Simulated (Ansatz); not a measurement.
Functionals compared on the (320) surface of fcc Rh in its 1x1 cell, outermost plane spacing 0.53 Å in the ideal cut, in Ansatz (plane waves, PAW). The structure was relaxed with PBE; the other rows are single points on it, each with its references at the same level. Cutoff 420 eV (500 eV for r2SCAN).

Set-up: 20 atoms, 10.1 Å thick at the start (thin: gaps and levels are the slab's own); mesh 10x6x1; 0.1 eV smearing; dipole correction on; all atoms relaxed; held to the part of the start's symmetry that mesh and held atoms allow; no spin, no spin-orbit, no U. These notes are the PBE run's.

| functional | surface energy (J/m²) | work function of the top face (eV) | rough cost of the single point |
|---|---|---|---|
| PBE | 2.51 | 4.55 | – |
| LDA | 3.17 | 4.93 | roughly 8 core-minutes |
| PBEsol | 2.96 | 4.66 | very roughly 7 core-minutes |
| RPBE | 2.23 | 4.38 | very roughly 7 core-minutes |
| r2SCAN | (withheld) | (withheld) | roughly 11 core-minutes |

Q: What belongs in the gaps?

A: 
- r2SCAN, surface energy (J/m²): 2.74
- r2SCAN, work function of the top face (eV): 4.53

Ansatz is a first-principles code.
